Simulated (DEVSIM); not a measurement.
Structure: abrupt Si p-n junction, at 300 K.

| layer (left to right) | material | thickness (μm) | Nd (cm⁻³) | Na (cm⁻³) | τn (s) | τp (s) |
|---|---|---|---|---|---|---|
| 1 | Si | 73.0 | - | 6.8e16 | 1.1e-7 | 1.1e-7 |
| 2 | Si | 4.40 | 8.4e15 | - | 1.1e-7 | 1.1e-7 |

Left contact: ohmic. Right contact: ohmic. Voltage is applied to the left contact. Recombination: SRH at mid-gap, Auger. Mobility is μmin + (μ − μmin)/(1 + (N/Nref)^α).

Constants are typed, rounded textbook-type inputs, not results; the design itself was drawn at random and stands for no fabricated device. Values at 300 K; Nc and Nv go as T^1.5, mobilities as T to minus their exponent, the gap by Varshni's rule with the affinity fixed.

| parameter | Si |
|---|---|
| gap (eV) | 1.124 |
| affinity (eV) | 4.05 |
| permittivity | 11.7 |
| Nc (cm⁻³) | 2.86e19 |
| Nv (cm⁻³) | 3.1e19 |
| μn (cm²/Vs) | 1417 |
| μp (cm²/Vs) | 470 |
| μn,min | 52 |
| μp,min | 45 |
| Nref,n | 9.7e16 |
| Nref,p | 2.2e17 |
| αn | 0.68 |
| αp | 0.72 |
| T exponent of μn | 2.3 |
| T exponent of μp | 2.2 |
| Cn (cm⁶/s) | 2.8e-31 |
| Cp (cm⁶/s) | 9.9e-32 |
| Varshni α (eV/K) | 0.000473 |
| Varshni β (K) | 636 |

DEVSIM, 1D drift-diffusion, Boltzmann statistics, complete ionisation; no tunnelling, impact ionisation, image-force lowering or self-heating.

Base results: dark forward voltage at 1 A/cm² (V) 0.609; potential step across the device at zero bias (V) 0.755; largest field in the device at zero bias (V/cm) 40000.

**Question.** What follows from this one change: thickness of layer 2 4.4 → 1.5 μm?

**Answer.** dark forward voltage at 1 A/cm² 0.609 → 0.582 V; potential step across the device at zero bias little changed (0.755 V); largest field in the device at zero bias little changed (40000 V/cm).

**Question.** What follows from this one change: temperature 300 → 450 K?

**Answer.** dark forward voltage at 1 A/cm² 0.609 → 0.280 V; potential step across the device at zero bias 0.755 → 0.481 V; largest field in the device at zero bias 40000 → 32000 V/cm.

**Question.** What follows from this one change: thickness of layer 1 73 → 360 μm?

**Answer.** dark forward voltage at 1 A/cm² 0.609 → 0.619 V; potential step across the device at zero bias little changed (0.755 V); largest field in the device at zero bias little changed (40000 V/cm).
